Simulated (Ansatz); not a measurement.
## Cu₃Sn (space group Pmmn, No. 59)

```
Cu3Sn
1.0
    4.26436     0.00000     0.00000
    0.00000     5.42605     0.00000
    0.00000     0.00000     4.77579
Cu Sn
6 2
Direct
  0.50000   0.00000   0.29877
  0.00000   0.50000   0.70123
  0.00000   0.75280   0.15475
  0.00000   0.24720   0.15475
  0.50000   0.74720   0.84525
  0.50000   0.25280   0.84525
  0.50000   0.50000   0.34404
  0.00000   0.00000   0.65596
```

Computed with PBEsol (Ansatz, a first-principles code, PAW, without spin-orbit coupling). Γ-centred 11×9×10 mesh, Fermi–Dirac width 0.05 eV.

| Property | Result |
|---|---|
| Volume per atom | 13.81 Å³ |
| Density | 9.30 g/cm³ |
| Band gap | zero |
| Total energy | -6429.037 eV/atom (σ→0; compares only within this code and set-up) |

Stability against distortions was not tested. The final runs are not spin-polarised.
